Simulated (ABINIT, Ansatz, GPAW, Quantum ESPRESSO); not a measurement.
## LiZn (Fd-3m, 4 atoms in the cell) computed with different codes at matched settings

Self-consistent single point, at a second geometry (lattice scaled by 0.98). First geometry:

```xyz
4
Lattice="0.0000 3.0318 3.0318 3.0318 0.0000 3.0318 3.0318 3.0318 0.0000" Properties=species:S:1:pos:R:3 pbc="T T T"
Li     1.5159     1.5159     1.5159
Li     0.0000     0.0000     0.0000
Zn     4.5477     4.5477     4.5477
Zn     3.0318     3.0318     3.0318
```

Shared settings, as Ansatz (a quantum-chemistry and plane-wave program) writes them: kpoints.mp_grid.grid = 8 8 8; scf.occupations.method = gaussian; scf.occupations.width = 0.05 eV. Potentials and cutoffs stand in the table.

| code | model | ΔF from the first geometry (meV/atom) | pressure (GPa) | cutoff |
|---|---|---|---|---|
| Ansatz | PBEsol, PAW files made with PBE | 6.3 | 2.91 | default |
| Quantum ESPRESSO | PBEsol, PseudoDojo standard norm-conserving (PBESOL) pseudopotentials | 5.9 | 2.88 | 85 Ry |
| GPAW | PBEsol, GPAW PAW datasets PBEsol (made by gpaw-setup) | 7.1 | 3.20 | 850 eV |
| ABINIT | PBEsol, PAW (JTH v2.0 PBE PAW, files made for PBE) | 6.4 | 2.91 | 60 Ry |

The spread over the programs that give each value: ΔF from the first geometry within 1.2 meV/atom; pressure within 0.32 GPa.

Ansatz's pressure is given at a fixed set of plane waves, as the other plane-wave codes print theirs; with its correction for the finite basis it is 2.96 GPa.

The starting cell comes from a database of computed structures (which also holds hypothetical and non-ambient phases and stackings), without a prior relaxation at this level. For this run, on top of that: lattice scaled by 0.98.

Left out of this page: Elk (not drawn, or without a comparable value); FLEUR (with a known weakness of the program); SIESTA (unsound by tests on forces, stress, charge or solver warnings).

Keys are those of Ansatz 0.2.
